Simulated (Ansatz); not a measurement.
Abridged Ansatz (a quantum-chemistry and plane-wave program) output:

```
Relaxation: its limit of steps is 50 (relax.max_steps)
Pseudopotential: Sb, paw, valence charge 15
Pseudopotential: Na, paw, valence charge 9
Crystal: 8 atoms, lattice volume = 225.861 Å³
Basis set: ecut = 420 eV, 4441 PW (Γ), exchange–correlation on 72×72×128 points (8 copies of the dense FFT grid, shifted against one another)
Bands: 51, of which v1, the nominal top of the filled ones, is band 42 counted from 1 (41 counted from 0)
Symmetry: 24 space group operations
k-points: 42 of 500
Functional: x = pbesol(κ = 0.804, μ = 0.12345679012345678), c = pbesol(β = 0.046)
SCF iter   1: F=—  HF=-21674.841568 eV  |F-HF|=—  |Δ(HF+E_count)|=         —  Δρ=2.89e-3  dr2=1.72e-2  ethr=1.77e-3  ⟨swp⟩=8.4  Hψ=9014  notcnv=0  defer=22
SCF iter   2: F=—  HF=-21674.831505 eV  |F-HF|=—  |Δ(HF+E_count)|=   1.01e-2  Δρ=1.24e-3  dr2=4.98e-3  ethr=2.05e-5  ⟨swp⟩=2.8  Hψ=4293  notcnv=0  defer=54
SCF 1 converged in 8 iterations: F = -21674.830521 eV  dr2 = 9.87e-11
relax step   1: F+E_penalty+E_count = -21674.83052116 eV  Δ(F+E_penalty+E_count) = +0.000e0 eV  max|allowed force component| = 1.025e-2 eV/Å  Δτ_max = 0.0000 Å  (8 SCF iters, accepted)
Crystal: 8 atoms, lattice volume = 225.861 Å³
SCF iter   1: F=—  HF=-21674.830484 eV  |F-HF|=—  |Δ(HF+E_count)|=         —  Δρ=7.85e-5  dr2=1.03e-5  ethr=1.14e-8  ⟨swp⟩=2.0  Hψ=5631  notcnv=0  defer=99
SCF iter   2: F=—  HF=-21674.830466 eV  |F-HF|=—  |Δ(HF+E_count)|=   1.84e-5  Δρ=4.11e-5  dr2=3.06e-6  ethr=1.14e-8  ⟨swp⟩=2.1  Hψ=3069  notcnv=0  defer=99
SCF 2 converged in 5 iterations: F = -21674.830578 eV  dr2 = 4.91e-11
relax step   2: F+E_penalty+E_count = -21674.83057769 eV  Δ(F+E_penalty+E_count) = -5.653e-5 eV  max|allowed force component| = 4.117e-3 eV/Å  Δτ_max = 0.0020 Å  (5 SCF iters, accepted)
SCF converged after 5 iterations
Free energy (F): -21674.830578 eV
Internal energy: -21674.830483 eV  (E = F + TS)
E sigma→0 (E₀):  -21674.830531 eV
Entropy (-TS):   -0.000094 eV (-0.012 meV/atom)
Fermi energy:    4.197206 eV
--- Forces (eV/Å), atoms counted from 1 ---
  atom   1  Sb     0.00000000    -0.00000000     0.00000000
  atom   2  Sb    -0.00000000     0.00000000     0.00000000
  atom   3  Na     0.00000000    -0.00000000     0.00000000
  atom   4  Na    -0.00000000     0.00000000     0.00000000
  atom   5  Na     0.00000000    -0.00000000     0.00411686
  atom   6  Na    -0.00000000     0.00000000     0.00411686
  atom   7  Na     0.00000000    -0.00000000    -0.00411686
  atom   8  Na    -0.00000000     0.00000000    -0.00411686
--- Stress (GPa, compression-positive) ---
        0.504552       0.000000       0.000000
        0.000000       0.504552       0.000000
        0.000000       0.000000       0.450740
  P = ⅓ Tr σ = 0.4866 GPa (4.866 kbar)
--- Relaxed structure (2 steps of the walk, 2 accepted, 0 SCFs on fresh bases) ---
  atoms:
    - { symbol: Sb, position: [0.33333333333333337, 0.6666666666666667, 0.25000000000000006] }
    - { symbol: Sb, position: [0.6666666666666667, 0.3333333333333333, 0.7500000000000001] }
    - { symbol: Na, position: [6.67394421690156e-35, -1.4543121175351815e-34, 0.25000000000000006] }
    - { symbol: Na, position: [-8.300651725462993e-35, 1.638847189850331e-34, 0.7500000000000001] }
    - { symbol: Na, position: [0.33333333333333337, 0.6666666666666667, 0.5826441280539574] }
    - { symbol: Na, position: [0.6666666666666667, 0.3333333333333333, 0.08264412805395725] }
    - { symbol: Na, position: [0.33333333333333337, 0.6666666666666667, 0.917355871946043] }
    - { symbol: Na, position: [0.6666666666666667, 0.3333333333333333, 0.4173558719460429] }
```

Task: What was computed, and what are the main results?

Result: Na3Sb, 8 atoms in the cell, with plane-wave PAW DFT at the PBEsol level (Ansatz, 420 eV), no spin-orbit coupling. The last SCF converged to F = -21674.830578 eV, or -2709.3538 eV per atom, at a pressure of 0.49 GPa. The total energy compares only with runs of the same code, potentials and settings.

With Sb present, leaving out spin-orbit coupling can change the band edges. The cells carry an imposed strain or load. Whether these cells are dynamically stable was not tested. The cell was made from Na₃Sb (space group P6_3/mmc, No. 194) by this change: isotropic strain −0.75 %.

Keys are those of Ansatz 0.2.
